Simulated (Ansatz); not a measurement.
The reference is SiC (space group P6_3mc, No. 186; a = 3.0790 Å, c = 15.1071 Å). Axes: x lies along a and z along c of the hexagonal cell.

All numbers come from Kohn–Sham DFT with the PBEsol functional, run in Ansatz (a quantum-chemistry and plane-wave program) with PAW and 420 eV plane waves, no spin-orbit coupling, earlier PAW set.

Before the change:

```
Quantity                          Value
-----------------------------  --------
Shortest interatomic distance  188.4 pm
Pressure                       0.00 GPa
```

It is then changed as follows: uniaxial strain ε_zz = −3.03 %, all other strain components held at zero, atoms relaxed at fixed cell.

### Question
Predict the new shortest interatomic distance, largest internal atomic displacement, pressure and energy relative to the base.

### Answer
The shortest interatomic distance decreases by 3.38 pm to 185.1 pm; the largest internal atomic displacement is 0.010 Å; the pressure (mean of the normal stresses, compression positive) goes from zero to 7.28 GPa; the energy increases by 17 meV/atom.

No phonon test of stability was made.
